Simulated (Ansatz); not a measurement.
Take CdSe in the zinc blende structure (space group F-43m, No. 216) as the base.

```
CELL_PARAMETERS angstrom
      0.00000     3.00374     3.00374
      3.00374     0.00000     3.00374
      3.00374     3.00374     0.00000
ATOMIC_POSITIONS crystal
  Cd 0.00000 0.00000 0.00000
  Se 0.25000 0.25000 0.25000
```

Calculations: LDA/PAW in Ansatz (a program for electronic structure), spin-orbit coupling left out.

Before the change:

```
Quantity                 Value
-------------  ---------------
Electron mass  0.041 mₑ (at Γ)
```

One thing is altered: an isotropic linear strain of −1.00 %, atoms relaxed at fixed cell.

### Question
How does this affect the mean gap deformation potential ΔEg/Δln V and electron mass?

### Answer
The mean gap deformation potential ΔEg/Δln V comes out as -2.0 eV; the electron mass changes from 0.041 mₑ (at Γ) to 0.045 mₑ (at Γ).

Effective masses come from finite differences of ±0.01 Å⁻¹. No phonon test of stability was made.
